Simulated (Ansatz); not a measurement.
Consider WSi2 (space group I4/mmm, No. 139; relaxed with 0.1 eV smearing).

```xyz
3
Lattice="-1.6061 1.6061 3.9033 1.6061 -1.6061 3.9033 1.6061 1.6061 -3.9033" Properties=species:S:1:pos:R:3 pbc="T T T"
W      0.0000     0.0000     0.0000
Si     0.0000     0.0000     2.6138
Si     0.0000     0.0000     5.1927
```

Level of theory: Kohn–Sham DFT with the r2SCAN functional, run in Ansatz (a program for electronic structure) with PAW and 500 eV plane waves, no spin-orbit coupling, earlier PAW set.

For the base:

```
Item        Value
--------  -------
Pressure  0.0 GPa
Band gap     zero
```

The change: every lattice vector is stretched by 1.31 %, atoms relaxed at fixed cell.

Problem. How does this affect the pressure and band gap?

Solution. The pressure (mean of the normal stresses, compression positive) goes from zero to -8.4 GPa; the band gap stays zero.

The cells carry an imposed strain or load. Stability against distortions was not tested. The final runs are not spin-polarised.
